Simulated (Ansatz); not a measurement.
An Ansatz (a quantum-chemistry and plane-wave program) run: Mg2Si with a change (isotropic strain −4.24 %); PBEsol/PAW in Ansatz, no spin-orbit coupling.

Input:

Ansatz 0.2 input:
```yaml
crystal:
  lattice:
    - [0, 3.0289331655, 3.0289331655]
    - [3.0289331655, 0, 3.0289331655]
    - [3.0289331655, 3.0289331655, 0]
  atoms:
    - { symbol: Si, position: [0, 0, 0] }
    - { symbol: Mg, position: [0.25, 0.25, 0.25] }
    - { symbol: Mg, position: [0.75, 0.75, 0.75] }
basis: { ecutwfc: 420, ecutrho_ratio: 4, xc_grid: 2, fft_grid_basis: typed }
kpoints: { mp_grid: { grid: [13, 13, 13] } }
hamiltonian:
  xc: pbesol
  dispersion: none
  pseudopotentials: { kind: paw }
scf: { occupations: { method: fermi_dirac, width: 0.05 }, convergence: { dr2_threshold: 0.0000000003 } }
relax: { f_tol: 0.005, max_steps: 50 }
output: { forces: true, stress: true }
checkpoint: { write: state.ck, write_every: 1000 }
```

Output (explanatory and most iteration lines left out):

```
Relaxation: its limit of steps is 50 (relax.max_steps)
Pseudopotential: Si, paw, valence charge 4
Pseudopotential: Mg, paw, valence charge 10
Crystal: 3 atoms, lattice volume = 55.578 Å³
Basis set: ecut = 420 eV, 1067 PW (Γ), exchange–correlation on 60×60×60 points (8 copies of the dense FFT grid, shifted against one another)
Bands: 16, of which v1, the nominal top of the filled ones, is band 12 counted from 1 (11 counted from 0)
Symmetry: 48 space group operations
Space group: Fm-3m (ITA 225), of the structure as read, at distance tolerance 3.8e-5 Å
k-points: 84 of 2197
Functional: x = pbesol(κ = 0.804, μ = 0.12345679012345678), c = pbesol(β = 0.046)
SCF iter   1: F=—  HF=-4445.875750 eV  |F-HF|=—  |Δ(HF+E_count)|=         —  Δρ=5.33e-3  dr2=3.45e-2  ethr=1.77e-3  ⟨swp⟩=5.1  Hψ=6700  notcnv=0
SCF iter   2: F=—  HF=-4445.867973 eV  |F-HF|=—  |Δ(HF+E_count)|=   7.78e-3  Δρ=3.42e-3  dr2=1.47e-2  ethr=1.44e-4  ⟨swp⟩=1.4  Hψ=2077  notcnv=0
SCF 1 converged in 9 iterations: F = -4445.863535 eV  dr2 = 1.04e-11
relax step   1: F+E_penalty+E_count = -4445.86353516 eV  Δ(F+E_penalty+E_count) = +0.000e0 eV  max|allowed force component| = 1.234e-17 eV/Å  Δτ_max = 0.0000 Å  (9 SCF iters, accepted)
SCF converged after 9 iterations
Free energy (F): -4445.863535 eV
Internal energy: -4445.862232 eV  (E = F + TS)
E sigma→0 (E₀):  -4445.862884 eV
Entropy (-TS):   -0.001303 eV (-0.434 meV/atom)
Fermi energy:    7.148729 eV
--- Forces (eV/Å), atoms counted from 1 ---
  atom   1  Si    -0.00000000     0.00000000     0.00000000
  atom   2  Mg     0.00000000    -0.00000000     0.00000000
  atom   3  Mg    -0.00000000    -0.00000000     0.00000000
--- Stress (GPa, compression-positive) ---
        9.397661      -0.000000       0.000000
        0.000000       9.397661      -0.000000
        0.000000       0.000000       9.397661
  P = ⅓ Tr σ = 9.3977 GPa (93.977 kbar)
--- Relaxed structure (1 steps of the walk, 1 accepted, 0 SCFs on fresh bases) ---
  atoms:
    - { symbol: Si, position: [0.0, 0.0, 0.0] }
    - { symbol: Mg, position: [0.25, 0.25, 0.25] }
    - { symbol: Mg, position: [0.75, 0.75, 0.75] }
```

No phonon test of stability was made. The final runs are not spin-polarised. The cell was made from Mg₂Si (space group Fm-3m, No. 225) by this change: isotropic strain −4.24 %.
